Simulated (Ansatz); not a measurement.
Pd: uniaxial stress, 1 GPa tension along z

Consider Pd in the fcc (Cu type) structure (space group Fm-3m, No. 225; a = 3.910 Å; relaxed with 0.1 eV smearing). Axes: x, y, z lie along the cube axes.

Modification: uniaxial stress, 1 GPa tension along z; all other stress components relax to zero.

The values are results of Ansatz (a program for electronic structure), r2SCAN, PAW, cutoff 500 eV, no spin-orbit coupling, not measurements. Settings: 29×29×29 k-points, 0.1 eV Fermi–Dirac smearing.

The volume per atom rises by 0.03 Å³ to 14.98 Å³ and the space group goes from Fm-3m (No. 225) to I4/mmm (No. 139). The shortest interatomic distance shrinks by 0.016 Å to 2.749 Å and the energy grows by 0.6 meV/atom. The band gap is still zero and the strain response (xx, yy, zz) amounts to (−0.57, −0.57, +1.34) %.

Final structure:

```xyz
1
Lattice="0.0000 1.9441 1.9814 1.9441 0.0000 1.9814 1.9441 1.9441 0.0000" Properties=species:S:1:pos:R:3 pbc="T T T"
Pd     0.0000     0.0000     0.0000
```

Stability under load was not tested beyond the relaxation. All final runs are without spin polarisation. Pd has a high density of states at the Fermi level and may be magnetic at this level.
